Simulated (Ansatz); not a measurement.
Functionals compared on OH on the 1x1 (10-10) surface of wurtzite AlN (cut with top plane Al + N), one in a 2x1 cell, started at the site 'top Al', in Ansatz (plane waves, PAW). The structure was relaxed with PBE; the other rows are single points on it, each with its references at the same level. Cutoff 420 eV (500 eV for r2SCAN). The points keep PBE's geometry, so the relaxation of a polaron and the settling of charge on one site are left out.

Host crystal: wurtzite AlN, with a band gap (PBE, scalar-relativistic without spin-orbit coupling).

Set-up: 34 atoms, 8.9 Å thick at the start under the adsorbate (thin: gaps and levels are the slab's own); mesh 3x4x1; 0.01 eV smearing; dipole correction on; 16 atoms held, the rest relaxed; no symmetry held; spin-polarised, ending with about 1.0 μB a cell; orders that need a larger cell were not tried, no spin-orbit, no U, no dispersion correction. At the end it is bonded to Al. In PBE it is, or lies within 0.03 eV of, the lowest of the starts that converged. These notes are the PBE run's. RPBE: The program's check for a lower electronic state was not made. r2SCAN: The program's check for a lower electronic state was not made. Adsorption energies are against H2O(g) − ½ H2(g). A negative adsorption energy means that the adsorbate is more stable on the surface than in its reference.

```
functional  adsorption energy (eV)  magnetic moment of the cell (μB)  rough cost of the single point
----------  ----------------------  --------------------------------  ------------------------------
PBE                          -0.22                              1.00                               –
RPBE                           [?]                              1.00        roughly 2.7 core-minutes
r2SCAN                       -0.58                              1.00          roughly 5 core-minutes
```

Question: Some entries are withheld; supply them.

Answer: 
- RPBE, adsorption energy (eV): -0.19

Ansatz is a quantum-chemistry and plane-wave program.
